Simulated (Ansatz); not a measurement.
The starting structures come from a database of crystals and need not be the phases stable at ambient conditions.

The decay constant κ of evanescent states in the gap governs leakage through a thin film.

Input:

```xyz
4
Lattice="7.9647 0.0000 0.0000 -2.6697 7.5274 0.0000 -1.3348 3.7637 2.3056" Properties=species:S:1:pos:R:3 pbc="T T T"
Mg     2.6301     3.7575     0.0000
Cd     0.0108     0.0038     0.0000
Te     2.6874     0.9531     0.0000
Te     5.2732     4.6949     0.0000
```

Space group of this cell: R3m. The cell is taken as given; by PBEsol its mean pressure is -0.9 GPa.

Transport runs along the normal of the first two printed cell vectors, the (110) plane of the conventional cell.

The gap is the functional's own. No spin-orbit coupling. Mid-gap values are interpolated on the energy grid.

**Question.** State the band gap and the smallest decay constant κ at mid-gap according to PBEsol run with Ansatz (an electronic-structure program).

**Answer.** Gap 1.20 eV on a 14×14×14 mesh; κ = 0.085 1/Å, at the zone centre.
